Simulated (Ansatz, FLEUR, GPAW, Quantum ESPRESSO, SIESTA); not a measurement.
Code comparison for Li₂Mg (Cmcm, 6 atoms in the cell)

Self-consistent single point.

```
Li2Mg
1.0
    1.64532    -7.42299     0.00000
    1.64532     7.42299     0.00000
    0.00000     0.00000     4.90307
Li Mg
4 2
Direct
  0.59219   0.40781   0.75000
  0.40781   0.59219   0.25000
  0.25318   0.74682   0.75000
  0.74682   0.25318   0.25000
  0.92304   0.07696   0.75000
  0.07696   0.92304   0.25000
```

All programs got the same cell, k-point mesh and kind of occupations (in Ansatz's words: kpoints.mp_grid.grid = 8 8 6; scf.occupations.method = fermi_dirac; scf.occupations.width = 0.136 eV); potentials, basis and cutoffs are each program's usual ones.

| code | model | pressure (GPa) | largest force (eV/Å) | k-points | cutoff |
|---|---|---|---|---|---|
| Ansatz | PBEsol, PAW files made with PBE | 0.09 | 0.041 | 84 | default |
| Quantum ESPRESSO | PBEsol, SSSP 1.1.2 efficiency (PBE) pseudopotentials | 0.12 | 0.041 | 84 | 40 Ry |
| GPAW | PBEsol, GPAW PAW datasets PBEsol (made by gpaw-setup) | 0.13 | 0.042 | 84 | 800 eV |
| SIESTA | GGA PBEsol, numerical atomic orbitals DZP, PseudoDojo PBEsol standard norm-conserving potentials (rewritten from UPF to PSML) | 0.53 | 0.055 | 223 | grid 350 Ry |
| FLEUR | PBEsol, all-electron FLAPW (FLEUR), scalar-relativistic valence | – | 0.040 | 84 | Kmax 3.9 1/bohr |

Size of the force on each atom (eV/Å): Sizes of forces hide their directions.

```json
[
 {"code": "Ansatz", "Li1": "0.041", "Li2": "0.041", "Li3": "0.010", "Li4": "0.010", "Mg5": "0.009", "Mg6": "0.009"},
 {"code": "Quantum ESPRESSO", "Li1": "0.041", "Li2": "0.041", "Li3": "0.012", "Li4": "0.012", "Mg5": "0.011", "Mg6": "0.011"},
 {"code": "GPAW", "Li1": "0.042", "Li2": "0.042", "Li3": "0.010", "Li4": "0.010", "Mg5": "0.009", "Mg6": "0.009"},
 {"code": "SIESTA", "Li1": "0.027", "Li2": "0.027", "Li3": "0.055", "Li4": "0.055", "Mg5": "0.022", "Mg6": "0.022"},
 {"code": "FLEUR", "Li1": "0.040", "Li2": "0.040", "Li3": "0.011", "Li4": "0.011", "Mg5": "0.009", "Mg6": "0.009"}
]
```

A dash marks a value that a program does not give, or that is left out as unsure.

The spread over the programs that give each value: pressure within 0.44 GPa; largest force within 0.015 eV/Å.

The starting cell comes from a database of computed structures (which also holds hypothetical and non-ambient phases and stackings), without a prior relaxation at this level.

Problem. Why do the programs differ, and what cannot be compared?

Solution. Differences of this kind can come from the potentials, where these differ, and from what each basis and cutoff leave unconverged. The valence holds different numbers of electrons (Ansatz (a first-principles code) 32, Quantum ESPRESSO 16, GPAW 24, SIESTA 32, FLEUR 24). The zero of total energies and Fermi levels follows the potentials and each program's conventions, so they are not compared here. SIESTA uses small atom-centred bases, whose incompleteness enters pressures, forces and empty levels differently from a plane-wave cutoff. FLEUR treats all electrons, but the usual bases taken here (sphere radii, linearisation, local orbitals, empty states) were not tested for convergence, so the values are no reference for the others. Ansatz's pressure is given at a fixed set of plane waves, as the other plane-wave codes print theirs. The programs reduce the same mesh by symmetry to different extents, which changes the work and not the result.

Left out of this page: ABINIT (stopped by limits of time or memory).

Keys are those of Ansatz 0.2.
